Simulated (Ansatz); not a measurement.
System: L1₂ (Cu3Au-type) Pt3Ti. Method: r²SCAN+rVV10 (plane waves, PAW; Ansatz, an electronic-structure program).

Numerical settings: plane-wave cutoff 560 eV, 14×14×14 k mesh, Fermi–Dirac smearing 0.05 eV, no spin polarisation, scalar-relativistic PAW data made under PBE.

The volume scan:

| V (Å³/atom) | E − E_lowest (meV/atom) | P (GPa) |
|---|---|---|
| 14.024 | 50.61 | 19.28 |
| 14.323 | 21.55 | 12.07 |
| 14.621 | 5.16 | 5.67 |
| 14.919 | 0.00 | -0.02 |
| 15.218 | 4.82 | -5.06 |
| 15.516 | 18.49 | -9.53 |
| 15.815 | 40.01 | -13.49 |

### Question
Estimate the bulk modulus from the pressures at 14.621 and 15.218 Å³/atom, and compare it with a fit to all energies.

### Answer
B = −V dP/dV. Between V = 14.621 and 15.218 Å³/atom, dP/dV = (-5.06 − (5.67))/(15.218 − 14.621) = -18.0 GPa per Å³/atom; at the midpoint 14.919 Å³/atom this gives B ≈ 268 GPa. The third-order Birch–Murnaghan fit gives V0 = 14.918 Å³/atom, B0 = 267 GPa, B′ = 5.0, which lies within 1 % of that estimate.

Measured, for comparison: equilibrium volume per atom 15.01 Å³/atom (temperature not stated, no zero-point or thermal correction; as tabulated in Molecular Dynamics Simulations of PtTi High-Temperature Shape Memory Alloys …). Computed (rounded) less measured: equilibrium volume per atom -0.6 %. A static lattice is as a rule a little smaller and stiffer than an uncorrected measurement, which narrows the difference in the equilibrium volume per atom and would widen misses of the other sign.

Spin–orbit coupling is not included.

Computed values are for the static lattice.
